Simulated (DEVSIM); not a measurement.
## GaAs n-p junction from an implanted or diffused profile

Device: GaAs n-p junction from an implanted or diffused profile, at 400 K.

| layer (left to right) | material | thickness (μm) | Na (cm⁻³) | τn (s) | τp (s) |
|---|---|---|---|---|---|
| 1 | GaAs | 42.0 | 1.2e14 | 3.8e-9 | 3.8e-9 |

Added donor profile: 1.1e16 cm⁻³ × exp(−(x − 0 μm)²/(2·(0.17 μm)²)). Left contact: ohmic. Right contact: ohmic. Voltage is applied to the left contact. Recombination: SRH at mid-gap, radiative, Auger. Mobility is μmin + (μ − μmin)/(1 + (N/Nref)^α).

Constants are typed, rounded textbook-type inputs, not results; the design itself was drawn at random and stands for no fabricated device. Values at 300 K; Nc and Nv go as T^1.5, mobilities as T to minus their exponent, the gap by Varshni's rule with the affinity fixed.

```tsv
parameter	GaAs
gap (eV)	1.424
affinity (eV)	4.07
permittivity	12.9
Nc (cm⁻³)	4.7e17
Nv (cm⁻³)	9e18
μn (cm²/Vs)	8500
μp (cm²/Vs)	400
μn,min	500
μp,min	20
Nref,n	6e16
Nref,p	1.5e17
αn	0.39
αp	0.38
T exponent of μn	2.1
T exponent of μp	2.2
B (cm³/s)	2e-10
Cn (cm⁶/s)	1e-30
Cp (cm⁶/s)	1e-30
Varshni α (eV/K)	0.000541
Varshni β (K)	204
```

Model (solved in DEVSIM): 1D drift-diffusion, Boltzmann statistics, complete ionisation; no tunnelling, impact ionisation, image-force lowering or self-heating.

| Property | Result |
|---|---|
| Potential step across the device at zero bias | 0.831 V |
| Dark forward voltage at 1 A/cm² | 1.205 V |

Small-signal capacitance in reverse bias (quasi-static):

```csv
V (V),C (nF/cm²)
0.1,3.57
0.25,3.27
0.5,2.90
0.75,2.63
1,2.42
1.5,2.12
2,1.91
2.5,1.74
3.25,1.55
4,1.41
5,1.26
```

Dark forward current:

```csv
V (V),J (A/cm²)
-0.05,-6.2e-6
-0.20,-0.00011
-0.35,-0.0015
-0.50,-0.024
-0.60,-0.082
-0.75,-0.23
-0.90,-0.43
-1.05,-0.68
-1.20,-0.99
-1.35,-1.4
-1.45,-1.6
-1.60,-2.1
-1.75,-2.6
-1.90,-3.2
```
